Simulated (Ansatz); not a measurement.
The starting structures come from a database of crystals and need not be the phases stable at ambient conditions.

Inside the gap of an insulator the Bloch states are evanescent, with a wavenumber k + iκ along the transport direction.

Given:

```
CELL_PARAMETERS angstrom
      5.51993     0.00000     0.00000
      0.00000    15.83844     0.00000
      2.75997     0.00000     2.75997
ATOMIC_POSITIONS crystal
  Sr 0.50000 0.81675 0.50000
  Sr 0.00000 0.18325 0.50000
  Sr 0.00000 0.41319 0.50000
  Sr 0.50000 0.58681 0.50000
  Ga 0.00000 0.68875 0.50000
  Ga 0.50000 0.31125 0.50000
  Cu 0.50000 0.00000 0.00000
  Cu 0.00000 0.00000 0.00000
  S  0.00000 0.91033 0.50000
  S  0.50000 0.08967 0.50000
  O  0.00000 0.56888 0.50000
  O  0.50000 0.43112 0.50000
  O  0.50000 0.71275 0.00000
  O  0.00000 0.71275 0.00000
  O  0.00000 0.28725 0.00000
  O  0.50000 0.28725 0.00000
```

Space group of this cell: P4/nmm. The cell is taken as given; by r2SCAN its mean pressure is -3.4 GPa.

Transport runs along the normal of the first two printed cell vectors, the (110) plane of the conventional cell.

No gap correction and no spin-orbit coupling; mid-gap values are interpolated between computed energies.

Estimate the band gap and the smallest decay constant κ at mid-gap that r2SCAN (Ansatz, an electronic-structure program) returns for this system.

Gap 0.98 eV on a 12×2×12 mesh; κ = 0.152 1/Å, at the zone centre.
